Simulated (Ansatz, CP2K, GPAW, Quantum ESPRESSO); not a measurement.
# In2Ni3S2 (R-3m, 7 atoms in the cell) computed with different codes at matched settings

Self-consistent single point.

```
CELL_PARAMETERS angstrom
      2.73482     1.57895     4.57088
     -2.73482     1.57895     4.57088
      0.00000    -3.15790     4.57088
ATOMIC_POSITIONS crystal
  In 0.50000 0.50000 0.50000
  In 0.00000 0.00000 0.00000
  Ni 0.50000 0.00000 0.00000
  Ni 0.00000 0.50000 0.00000
  Ni 0.00000 0.00000 0.50000
  S  0.72308 0.72308 0.72308
  S  0.27692 0.27692 0.27692
```

Shared settings, as Ansatz (a first-principles code) writes them: kpoints.mp_grid.grid = 5 5 5; scf.occupations.method = fermi_dirac; scf.occupations.width = 0.01 Ry. Potentials and cutoffs stand in the table.

```csv
code,model,pressure (GPa),largest force (eV/Å),cutoff
CP2K,"PBEsol, GPW, DZVP-MOLOPT-SR-GTH basis, GTH-PBE potentials (GTH_POTENTIALS)",-5.88,0.466,grid 600 Ry
Ansatz,"PBEsol, PAW files made with PBE",-7.01,0.597,30.9 Ry
Quantum ESPRESSO,"PBEsol, PSlibrary PAW (PBE) pseudopotentials",-7.80,0.547,50 Ry
GPAW,"PBEsol, GPAW PAW datasets PBEsol (made by gpaw-setup)",-6.54,0.427,850 eV
```

On Ansatz's run: spin polarisation is off, so a magnetic state, if there is one, cannot be reached.

The spread over the programs that give each value: pressure within 1.92 GPa; largest force within 0.170 eV/Å.

CP2K uses small atom-centred bases, whose incompleteness enters pressures, forces and empty levels differently from a plane-wave cutoff. Ansatz's pressure is given at a fixed set of plane waves, as the other plane-wave codes print theirs; with its correction for the finite basis it is -6.97 GPa. In the pressure, CP2K (by 1.13) lies more than 1 GPa from the median of the plane-wave programs. In the force vectors, CP2K (by 0.082) and GPAW (by 0.121) lie more than 0.08 eV/Å from the median of the plane-wave programs.

The starting cell comes from a database of computed structures (which also holds hypothetical and non-ambient phases and stackings), without a prior relaxation at this level. Its lattice was rescaled by a random factor within 2.5 % of one.

Keys are those of Ansatz 0.2.
